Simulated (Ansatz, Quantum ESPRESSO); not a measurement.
A Quantum ESPRESSO input for a self-consistent single point of BaTiO3 (P4mm, 5 atoms in the cell) (DFT, PBE, plane waves, GBRV 1.5 ultrasoft (PBE) pseudopotentials):

```fortran
&CONTROL
    calculation = 'scf',
    prefix = 'run',
    outdir = './out',
    pseudo_dir = './',
    tprnfor = .true.,
    tstress = .true.,
/
&SYSTEM
    ibrav = 0,
    nat = 5,
    ntyp = 3,
    ecutwfc = 50,
    ecutrho = 400,
    occupations = 'smearing',
    smearing = 'fd',
    degauss = 0.0036749,
/
&ELECTRONS
    conv_thr = 1e-10,
    mixing_beta = 0.5,
/
ATOMIC_SPECIES
Ba   137.3270  ba_pbe_v1.uspp.F.UPF
Ti    47.8670  ti_pbe_v1.4.uspp.F.UPF
O     15.9990  o_pbe_v1.2.uspp.F.UPF
ATOMIC_POSITIONS {crystal}
Ba    0.0000000000    0.0000000000    0.0000000000
Ti    0.5000000000    0.5000000000    0.5130000000
O     0.5000000000    0.5000000000    0.9770000000
O     0.0000000000    0.5000000000    0.4870000000
O     0.5000000000    0.0000000000    0.4870000000
K_POINTS {automatic}
7 7 7  0 0 0
CELL_PARAMETERS {angstrom}
   3.9900000000     0.0000000000     0.0000000000
   0.0000000000     3.9900000000     0.0000000000
   0.0000000000     0.0000000000     4.0400000000
```

### Question
Translate this input to Ansatz (an electronic-structure program).

### Answer
One input that does it (others would too):

Ansatz 0.2 input:
```yaml
# BaTiO3
crystal:
  lattice:
    - [3.990000, 0.000000, 0.000000]
    - [0.000000, 3.990000, 0.000000]
    - [0.000000, 0.000000, 4.040000]
  atoms:
    - { symbol: Ba, position: [0.000000, 0.000000, 0.000000] }
    - { symbol: Ti, position: [0.500000, 0.500000, 0.513000] }
    - { symbol: O, position: [0.500000, 0.500000, 0.977000] }
    - { symbol: O, position: [0.000000, 0.500000, 0.487000] }
    - { symbol: O, position: [0.500000, 0.000000, 0.487000] }
basis:
  ecutwfc: 420.0
kpoints:
  mp_grid: { grid: [7, 7, 7] }
hamiltonian:
  xc: pbe
  pseudopotentials: { kind: paw }
scf:
  occupations: { method: fermi_dirac, width: 0.05 }
output:
  forces: true
  eigenvalues: true
  stress: true
```

Basis, cutoffs, solver keys and any potentials are the target program's own. This input uses DFT, PBE, plane waves, default PAW files.

The starting cell has typed, rounded lattice constants, without a prior relaxation at this level.
